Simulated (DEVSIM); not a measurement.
Structure: abrupt Ge n-p junction, at 350 K.

Layer 1 from the left is Ge, thickness (μm) 1.20, Nd (cm⁻³) 5.4e17, τn (s) 2.3e-6, τp (s) 2.3e-6. Layer 2 from the left is Ge, thickness (μm) 2.20, Na (cm⁻³) 1.8e16, τn (s) 2.3e-6, τp (s) 2.3e-6.

Left contact: ohmic. Right contact: ohmic. Voltage is applied to the left contact. Recombination: SRH at mid-gap, radiative. Mobility is μmin + (μ − μmin)/(1 + (N/Nref)^α).

Constants are typed, rounded textbook-type inputs, not results; the design itself was drawn at random and stands for no fabricated device. Values at 300 K; Nc and Nv go as T^1.5, mobilities as T to minus their exponent, the gap by Varshni's rule with the affinity fixed.

Ge: gap (eV) 0.664, affinity (eV) 4, permittivity 16, Nc (cm⁻³) 1.04e19, Nv (cm⁻³) 6e18, μn (cm²/Vs) 3900, μp (cm²/Vs) 1900, μn,min 150, μp,min 100, Nref,n 2.6e17, Nref,p 4e17, αn 0.56, αp 0.6, T exponent of μn 1.66, T exponent of μp 2.33, B (cm³/s) 6.4e-14, Varshni α (eV/K) 0.000477, Varshni β (K) 235.

Task: Estimate by hand the built-in potential, the peak field at zero bias, and compare with a numerical solution.

Result: 
- Built-in potential: ni = √(Nc Nv) exp(−Eg/2kT) = 2.28e14 cm⁻³ with Eg = 0.644 eV; Vbi = kT/q ln(Na Nd/ni²) = 0.366 V; numerical 0.366 V.
- Peak field at zero bias: depletion approximation: W = √(2εVbi/(qN)) = 0.193 μm with N = 1.74e16 cm⁻³; field = 2Vbi/W = 38000 V/cm; numerical 46800 V/cm (estimate below by 19 %).

Model (solved in DEVSIM): 1D drift-diffusion, Boltzmann statistics, complete ionisation; no tunnelling, impact ionisation, image-force lowering or self-heating.
